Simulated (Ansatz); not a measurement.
Here is the system:

```
CELL_PARAMETERS angstrom
      3.29844     0.00000     0.00000
      0.00000     3.29844     0.00000
      1.64922    -1.64922     3.87156
ATOMIC_POSITIONS crystal
  Si 0.33508 0.66492 0.32985
  Si 0.66492 0.33508 0.67015
  W  0.00000 0.00000 0.00000
```

No spin polarisation.

Method: Ansatz (an electronic-structure program), PBEsol, PAW, cutoff 420 eV, no SOC. Γ-centred 25×25×25 mesh, Fermi–Dirac width 0.1 eV.

Q: Predict the space group, band gap and pressure.

A: 
- Space group: I4/mmm (No. 139)
- Band gap: zero
- Pressure (mean of the normal stresses, compression positive): -9.4 GPa

The cells carry an imposed strain or load. Stability against distortions was not tested. The final runs are not spin-polarised. The cell was made from WSi$_{2}$ (space group I4/mmm, No. 139) by this change: biaxial strain +3.00 %, plane normal [001], relaxed out of plane.
